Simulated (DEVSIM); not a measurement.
Structure: isotype n-n heterojunction Al0.35Ga0.65As/GaAs, at 300 K.

| layer (left to right) | material | thickness (μm) | Nd (cm⁻³) | τn (s) | τp (s) |
|---|---|---|---|---|---|
| 1 | Al0.35Ga0.65As | 0.320 | 1.1e17 | 3.8e-9 | 3.8e-9 |
| 2 | GaAs | 2.10 | 1.4e16 | 3.8e-9 | 3.8e-9 |

Left contact: ohmic. Right contact: ohmic. Voltage is applied to the left contact. Recombination: SRH at mid-gap. Mobility is μmin + (μ − μmin)/(1 + (N/Nref)^α).

Constants are typed, rounded textbook-type inputs, not results; the design itself was drawn at random and stands for no fabricated device. Values at 300 K.

```
parameter      Al0.35Ga0.65As    GaAs
-------------  --------------  ------
gap (eV)               1.8604   1.424
affinity (eV)          3.7935    4.07
permittivity            11.91    12.9
Nc (cm⁻³)             7.44e17  4.7e17
Nv (cm⁻³)                9e18    9e18
μn (cm²/Vs)              3495    8500
μp (cm²/Vs)               176     400
μn,min                    500     500
μp,min                     20      20
Nref,n                   6e16    6e16
Nref,p                 1.5e17  1.5e17
αn                       0.39    0.39
αp                       0.38    0.38
```

Simulated with DEVSIM: 1D drift-diffusion, Boltzmann statistics, complete ionisation; no tunnelling, impact ionisation, image-force lowering or self-heating. Band offsets follow the typed affinities; no thermionic-emission limit at abrupt steps, no polarisation charge.

Tabulate band edges, carrier densities and field at zero bias.

Energies count from the Fermi level of the right contact; mesh points crowd at the junctions.

| x (μm) | Ec (eV) | Ev (eV) | n (cm⁻³) | p (cm⁻³) | field (V/cm) |
|---|---|---|---|---|---|
| 0.000 | 0.049 | -1.811 | 1.1e17 | < 1e2 | ≈ 0 |
| 0.005554 | 0.049 | -1.811 | 1.1e17 | < 1e2 | ≈ 0 |
| 0.01823 | 0.049 | -1.811 | 1.1e17 | < 1e2 | ≈ 0 |
| 0.04423 | 0.049 | -1.811 | 1.1e17 | < 1e2 | ≈ 0 |
| 0.1326 | 0.049 | -1.811 | 1.1e17 | < 1e2 | ≈ 0 |
| 0.2302 | 0.050 | -1.810 | 1.1e17 | < 1e2 | 460 |
| 0.2803 | 0.076 | -1.784 | 3.9e16 | < 1e2 | 18000 |
| 0.3090 | 0.186 | -1.675 | 5.6e14 | < 1e2 | 61000 |
| 0.3174 | 0.243 | -1.617 | 6.1e13 | < 1e2 | 75000 |
| 0.3221 | 0.000 | -1.424 | 4.7e17 | < 1e2 | 55000 |
| 0.3302 | 0.030 | -1.394 | 1.5e17 | < 1e2 | 27000 |
| 0.3584 | 0.069 | -1.355 | 3.2e16 | < 1e2 | 7000 |
| 0.4088 | 0.086 | -1.338 | 1.7e16 | < 1e2 | 1400 |
| 0.5178 | 0.091 | -1.333 | 1.4e16 | < 1e2 | 65 |
| 0.8980 | 0.091 | -1.333 | 1.4e16 | < 1e2 | ≈ 0 |
| 1.528 | 0.091 | -1.333 | 1.4e16 | < 1e2 | ≈ 0 |
| 2.027 | 0.091 | -1.333 | 1.4e16 | < 1e2 | ≈ 0 |
| 2.241 | 0.091 | -1.333 | 1.4e16 | < 1e2 | ≈ 0 |
| 2.361 | 0.091 | -1.333 | 1.4e16 | < 1e2 | ≈ 0 |
| 2.395 | 0.091 | -1.333 | 1.4e16 | < 1e2 | ≈ 0 |
| 2.411 | 0.091 | -1.333 | 1.4e16 | < 1e2 | ≈ 0 |
| 2.420 | 0.091 | -1.333 | 1.4e16 | < 1e2 | ≈ 0 |
